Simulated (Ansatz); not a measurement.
**Band edges of zincblende BAs (F-43m) under uniaxial stress along [111]**

Cell and atoms are relaxed with PBEsol to each stress (compression positive); bands and masses by r2SCAN with spin-orbit coupling, rigid bands (plane waves, PAW; Ansatz, a quantum-chemistry and plane-wave program). Strains are changes of length against the unloaded cell.

```xyz
2
Lattice="0.0000 2.3839 2.3839 2.3839 0.0000 2.3839 2.3839 2.3839 0.0000" Properties=species:S:1:pos:R:3 pbc="T T T"
B      0.0000     0.0000     0.0000
As     1.1920     1.1920     1.1920
```

```
stress (GPa)  strain [111] (%)  strain [1−10] (%)  gap (eV)  mean mₑ*
------------  ----------------  -----------------  --------  --------
-16.00                    5.53              -0.46     1.087      0.34
-9.60                     3.11              -0.29     1.194      0.32
-3.20                     0.98              -0.10     1.272      0.30
0                            0                  0     1.300      0.30
3.20                     -0.95               0.10     1.247      0.30
9.60                     -2.74               0.33     1.087      0.31
```

[111] is the direction of the load; [11−2] strains as [1−10]. Masses are conductivity masses at 300 K in electron masses, harmonic means over x, y and z.

Problem. From the two loads next to zero, find the Young modulus and the ratio of transverse to axial strain.

Solution. Between -3.20 and 3.20 GPa the strain along [111] changes by -1.93 % and that along [1−10] by 0.20 %. The modulus is 6.40/0.0193 = 330 GPa and the ratio of the strains 0.10 (PBEsol, atoms relaxed).

Problem. Is the response still linear at the largest tension?

Solution. The modulus predicts 4.82 % at -16.00 GPa; the table has 5.53 %, so the crystal is softer there.

Problem. How fast does the gap move on either side of zero load?

Solution. Under tension, (1.194 − 1.300) eV over -9.60 GPa = 11 meV/GPa, or about -3.4 eV per unit strain; under compression, (1.247 − 1.300) eV over 3.20 GPa = -17 meV/GPa, or about 5.6 eV per unit strain. The two slopes part by 28 meV/GPa; gaps are resolved to about 0.01 eV, which allows 4 meV/GPa, so they differ, even in sign: the gap has a turning point near zero load.

Masses are those of dilute carriers in rigid bands with one relaxation time, without polarons. Third decimals of gaps are kept for the arithmetic. Every relaxation keeps the zincblende phase (space group R3m under this load), so a transition, a distortion that breaks the symmetry or fracture can't show.
